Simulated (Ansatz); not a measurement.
An armchair WS2 nanoribbon, N = 10, bare edges, stretched and compressed along its axis from its relaxed period of 5.487 Å, atoms relaxed at each length.

The numbers are results of PBE (plane waves to 420 eV, PAW; Ansatz, a first-principles code), not measurements. Mesh 1×1×6. No spin polarisation, so a magnetic state wasn't tested. Periodic along z alone, with about 11 Å of vacuum beside it. An idealised model, cut from the flat sheet. Symmetry and one short period hold its shape; lower forms weren't sought. Values not marked SOC lack spin–orbit coupling. Buckling under compression is shut out by symmetry and the short period. Energies are free energies at a Fermi–Dirac width of 0.02 eV, from the unstrained cell.

| strain (%) | energy (meV a period) | axial force (nN) | PBE gap (eV) |
|---|---|---|---|
| -3.0 | +302 | -5.99 | 0.39 |
| -1.5 | +74 | -2.90 | 0.40 |
| 0.0 | 0 | -0.01 | 0.41 |
| +1.5 | +68 | +2.64 | 0.42 |
| +3.0 | +267 | +5.06 | 0.43 |
| +6.0 | +1007 | +9.16 | 0.44 |

The slope of the force at zero strain is 180 nN.
